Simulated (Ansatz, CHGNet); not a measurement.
# How well does each level of theory give the equilibrium lattice constant a of NiAs-type NiSb?

Reference value: 3.946 Å (measured, temperature not stated, not corrected to a static lattice; as tabulated in Wikipedia's data pages).

```
level (code)             value (Å)
----------------------  ----------
CHGNet-r²SCAN (CHGNet)       3.920
LDA (Ansatz)            (withheld)
PBE (Ansatz)                 3.975
PBE-D4 (Ansatz)              3.923
rVV10 (Ansatz)               4.015
r²SCAN (Ansatz)         (withheld)
HSE06 (Ansatz)               3.898
```

**Question.** What belongs in the gaps?

**Answer.** 
- LDA (Ansatz, a program for electronic structure), value (Å): 3.879
- r²SCAN (Ansatz), value (Å): 3.931

Differences against the reference: CHGNet-r²SCAN -0.66 %, LDA -1.70 %, PBE +0.73 %, PBE-D4 -0.58 %, rVV10 +1.75 %, r²SCAN -0.38 %, HSE06 -1.22 %.

The reference's temperature isn't stated, so close values are not ranked against it. Off by more than 1.25 % (a bound picked here): LDA (-1.70 %), rVV10 (+1.75 %).

The measured value isn't corrected to a static lattice, so vibrations enter the comparison. A static lattice is as a rule a little smaller than the measured one. The crystal itself was run without spin with LDA, PBE, PBE-D4, rVV10, r²SCAN, HSE06. HSE06: hybrids on metals are sensitive to the k mesh and can open a false gap. Cutoffs and k meshes differ between the levels. Ansatz's density-functional and Hartree–Fock values are scalar-relativistic unless marked +SOC, with PAW data made under PBE.

Machine-learned potentials (CHGNet-r²SCAN) are trained on DFT data, which may include these solids.

Differences are worked out from the printed values.
